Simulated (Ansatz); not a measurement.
Defect: O-vacancy pair (O on one host N site, one N site vacant) in wurtzite GaN, charge state +2. The step: a nearby N atom hops onto the vacant site (O-vacancy distance between ideal sites 3.21 → 5.57 Å); the atom moves 3.19 Å along (0.00, -0.99, 0.00) of the unit cell; the moving atom starts with neighbours Ga at 1.94, Ga at 1.97, Ga at 1.98, Ga at 2.00 Å and ends with Ga at 1.95, Ga at 1.96, Ga at 1.97, Ga at 2.00 Å. DFT values are from Ansatz (plane-wave PAW, 420 eV unless said) in a cell of 72 host sites, spin-restricted, static, with no finite-size correction. The charge state is imposed; whether it is stable for some Fermi level was not computed. Forms of the defect that were not tried may lie lower. The start lies 0.063 eV above the lowest site run (PBE). For the PBE band: the saddle point's order was not checked.

```tsv
Level	Forward barrier (eV)	Cost of the band or of the saddle's single point
CHGNet universal potential (has no charge state), its own band	1.70	-
PBE, one k-point at (0.125, 0.250, 0.250), band relaxed	3.47	roughly 20 core-minutes
PBE, a 2×2×2 k-point mesh shifted by half a step along c, same geometries	3.48	about 2.3 core-minutes (a rough figure)
r2SCAN at 500 eV, one k-point at (0.125, 0.250, 0.250), same geometries	___	around 80 core-seconds (rough)
```

Q: Some entries are withheld; supply them.

A: 
- r2SCAN at 500 eV, one k-point at (0.125, 0.250, 0.250), same geometries, Forward barrier (eV): 3.81

Ansatz is a program for electronic structure.
